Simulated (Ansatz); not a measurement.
# CdSe, response to strain

Start from CdSe in the wurtzite structure (space group P6_3mc, No. 186; a = 4.302 Å, c = 7.021 Å).

Strains are applied to the cell and any free atomic positions relax.

Calculations: PBEsol/PAW in Ansatz (a first-principles code), no spin-orbit coupling.

```csv
isotropic strain (%),band gap (eV)
-3,0.73
-2.4,?
-1.8,0.65
-1.2,0.61
-0.6,0.58
0,0.54
```

Fit E_g = E₀ + Dε (ε in %) to the rows shown and predict the withheld row.

Least squares on the printed values gives E₀ = 0.54 eV, D = -62.8 meV per % of strain (largest residual 0.00 eV); this predicts 0.69 eV, and the run gives 0.69 eV, in agreement.

Whether these cells are dynamically stable was not tested.
